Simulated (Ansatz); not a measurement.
MgAl2Ge2 (P-3m1): band-structure transport figures

Here is the system:

```yaml
crystal:
  lattice:
    - [4.09780, 0.00000, 0.00000]
    - [-2.04890, 3.54880, 0.00000]
    - [0.00000, 0.00000, 6.69936]
  atoms:
    - { symbol: Mg, position: [0.00000, 0.00000, 0.00000] }
    - { symbol: Al, position: [0.66667, 0.33333, 0.36807] }
    - { symbol: Al, position: [0.33333, 0.66667, 0.63193] }
    - { symbol: Ge, position: [0.66667, 0.33333, 0.76269] }
    - { symbol: Ge, position: [0.33333, 0.66667, 0.23731] }
```

Calculation: PBEsol, rigid bands (plane waves, PAW, scalar-relativistic; Ansatz, a quantum-chemistry and plane-wave program). How the cell was made: cell and atoms relaxed with PBEsol.

```yaml
density of states at the Fermi level: 1.02 states/(eV·cell), both spins
bare Sommerfeld coefficient: 0.48 mJ/(mol of atoms·K²)
drude_plasma_energy: 2.9 (x), 2.9 (y), 2.7 (z) eV
root-mean-square Fermi velocity: 5.4e5 m/s
resistivity times τ: 58 (x), 58 (y), 68 (z) ×10⁻²² Ω·m·s
```

A metal at this level (no band gap); rigid bands, thermally averaged at 300 K, both spins. Spin-orbit coupling is left out. τ is one relaxation time for all states.

Computed structure, not matched to a measured one here, so possibly hypothetical: MgAl2Ge2 (P-3m1).
